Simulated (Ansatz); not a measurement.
Consider GaN in the NiAs type structure (space group P6_3/mmc, No. 194; a = 2.969 Å, c = 5.041 Å; a model cell, its experimental status unchecked).

Levels (all Ansatz, a first-principles code, PAW): PBEsol (420 eV, no spin-orbit coupling); HSE06 (420 eV, no SOC).

Its gap is 1.21 eV with PBEsol and 2.64 eV with HSE06.

Perturbation: cell and atoms relaxed at a pressure of 3 GPa.

With PBEsol the gap becomes 1.28 eV.

If the HSE06 correction stayed the same, what would the HSE06 gap be, and what does the HSE06 run give?

A rigid correction of +1.43 eV gives 2.71 eV. The HSE06 run gives 2.73 eV, so the two effects roughly add.

Single points use the geometry relaxed with PBEsol. HSE06 was sampled on its mesh, a few special points and the semilocal edge points, so its gap is an upper bound. Load acts through the strain it causes; cell and atoms are relaxed under it. Stability against distortions was not tested. This is not the structure that GaN has at room temperature and ambient pressure.
